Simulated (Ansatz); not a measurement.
Here is the system:

```
CELL_PARAMETERS angstrom
      3.15048     0.00000     0.00000
     -1.57524     2.72839     0.00000
      0.00000     0.00000     7.71823
ATOMIC_POSITIONS crystal
  N  0.00000 0.00000 0.74356
  N  0.33333 0.66667 0.42276
  N  0.66667 0.33333 0.08365
  Ga 0.00000 0.00000 0.99747
  Al 0.33333 0.66667 0.66692
  Ga 0.66667 0.33333 0.33563
```

No spin polarisation.

Method: r2SCAN (Ansatz, an electronic-structure program; PAW; 500 eV plane waves; scalar-relativistic without spin-orbit coupling), earlier PAW set. Settings: 12×12×5 k-points, 0.05 eV Fermi–Dirac smearing.

### Question
Predict the gap character and valence-band top at Γ.

### Answer
The gap character (in this cell's own zone, which can be folded) is direct at Γ and the valence-band top at Γ (three highest levels, from the VBM) is 0.00, 0.00, -0.15 eV.

These are small ordered cells, not random alloys; other orderings at the same x differ. No phonon test of stability was made. The cell was made from AlN by this change: x(Ga) = 0.667, 6 atoms, P3m1.
